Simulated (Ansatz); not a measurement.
## How the band gap of CdS (model structure, started from the BN type, Pm-3n, No. 223, 12 atoms in the cell) moves with the method

No measured value is used here.

```tsv
level (code)	value (eV)	cell (Å³/atom)
LDA (Ansatz)	1.19	29.62
PBEsol+SOC (Ansatz)	1.26 (direct)	30.65
r²SCAN+SOC (Ansatz)	1.79 (direct)	30.65
r²SCAN+rVV10 (Ansatz)	1.69	31.11
HSE06 (Ansatz)	2.36	30.65
```

Computed values are for a static lattice. Levels without +SOC have no spin–orbit coupling; where heavier elements are present it shifts gaps, mostly down, and can invert bands.  PBEsol+SOC, r²SCAN+SOC: the gap is read on the k mesh or supercell of the run alone and can be too large. Values are at the PBEsol cell; LDA at the level's own equilibrium cell; r²SCAN+rVV10 at the level's own equilibrium cell. Cutoffs and k meshes differ between the levels. Ansatz's density-functional and Hartree–Fock values are scalar-relativistic unless marked +SOC, with PAW data made under PBE.

A model structure was made by putting elements into a prototype or built by hand; it is no filed structure, need not be a known phase, and can be a saddle point held by its symmetry.

Ansatz is an electronic-structure program.
